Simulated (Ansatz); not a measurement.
The starting structures come from a database of crystals and need not be the phases stable at ambient conditions.

Tunnelling through a barrier is set by its complex band structure: the current falls as exp(−2κd) with the smallest κ.

Consider the following.

```xyz
20
Lattice="7.7247 0.0000 0.0000 0.5056 7.9130 0.0000 1.0594 -4.0031 2.9507" Properties=species:S:1:pos:R:3 pbc="T T T"
Li     5.9075     5.4417     0.6819
Li     3.3821    -1.5318     2.2688
Li     3.8623     0.0000     0.0000
Li     0.5297    -2.0016     1.4753
Li     1.7267     0.6229     1.8418
Li     7.5630     3.2869     1.1089
Li     4.3360     1.2169     2.6872
Li     4.9537     2.6930     0.2635
Te     2.7585     3.5212     2.0064
Te     6.5312     0.3886     0.9442
O      1.6862     4.0868     0.5456
O      7.6035    -0.1769     2.4051
O      6.1027     1.9971     1.8129
O      3.1870     1.9128     1.1378
O      8.8247     2.7183     2.8409
O      0.4649     1.1915     0.1098
O      2.6485     6.9952     0.6188
O      6.6411    -3.0853     2.3319
O      5.0606    -0.6324     1.5346
O      4.2291     4.5422     1.4160
```

Space group of this cell: P-1. The cell is taken as given; by r2SCAN its mean pressure is 1.0 GPa.

Transport runs along the normal of the first two printed cell vectors.

No gap correction and no spin-orbit coupling; mid-gap values are interpolated between computed energies.

Problem. Predict the band gap and the smallest decay constant κ at mid-gap from r2SCAN (Ansatz, an electronic-structure program).

Solution. Gap 3.83 eV on a 4×6×10 mesh; κ = 0.383 1/Å, at the zone centre.
